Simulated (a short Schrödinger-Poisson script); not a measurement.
Solved with a short Schrödinger-Poisson script written for these runs: one-band effective-mass equation with BenDaniel-Duke matching, electrons, heavy and light holes apart, hard walls at the outer ends, one valence edge for both holes (no strain splitting), no charge, excitons, band mixing or non-parabolicity; under a field the levels are quasi-bound states of a box, listed while three quarters of their weight lies within 4 nm of the wells.

Structure: coupled double Ge/Si0.15Ge0.85 quantum well.

```
layer      material  thickness (nm)
-----  ------------  --------------
1      Si0.15Ge0.85              20
2                Ge               2
3      Si0.15Ge0.85               2
4                Ge             1.2
5      Si0.15Ge0.85              20
```

The device is made up for the run: typed textbook-type constants, with dimensions and the other settings drawn at random. Ge: direct gap (eV) 0.88, conduction-band edge (eV) 0, electron mass (mₑ) 0.041, heavy-hole mass 0.21, light-hole mass 0.046. Si0.15Ge0.85: direct gap (eV) 1.36, conduction-band edge (eV) 0.4, electron mass (mₑ) 0.053, heavy-hole mass 0.24, light-hole mass 0.06.

The valence-band edge of each layer lies one gap below its conduction-band edge. The electron's potential energy rises along the stack by the applied field. Mesh 0.03 nm at interfaces.

Gate and field steps stay those of the base.

One input was changed, with this effect: hh1 − lh1 14.5 → 10.5 meV; e1 above the well's band edge 251 → 304 meV; e1-hh1 transition at zero applied field 1.182 → 1.245 eV; squared e1-hh1 overlap at zero applied field little changed (1.00).

Q: Which change was it?
(A) width of the first well 2 → 1 nm
(B) width of the first well 2 → 1.6 nm
(C) conduction-band offset 0.4 → 0.3 eV
(D) electron mass in both wells 0.041 → 0.029 mₑ
(E) heavy-hole mass in both wells 0.21 → 0.17 mₑ

A: A, width of the first well 2 → 1 nm

Excitons are left out, and strain enters only through the typed gaps and offsets, so measured lines lie elsewhere.
